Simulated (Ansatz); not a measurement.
Start from Hf in the hcp (Mg type) structure (space group P6_3/mmc, No. 194; a = 3.1581 Å, c = 5.0045 Å; relaxed with 0.1 eV smearing). Axes: x lies along a and z along c of the hexagonal cell.

All numbers come from PBEsol in Ansatz (plane waves to 420 eV, PAW, scalar-relativistic without spin-orbit coupling).

Modification: compressive biaxial strain of 1.50 % in the plane normal to [001], as in epitaxy on a mismatched substrate; the out-of-plane cell vector and the atoms relax.

Question: What does the calculation give for the in-plane stress after the change?

Answer: The mean in-plane stress (compression positive) amounts to +3.3 GPa.

Stability against distortions was not tested. All final runs are without spin polarisation.

Ansatz is a program for electronic structure.
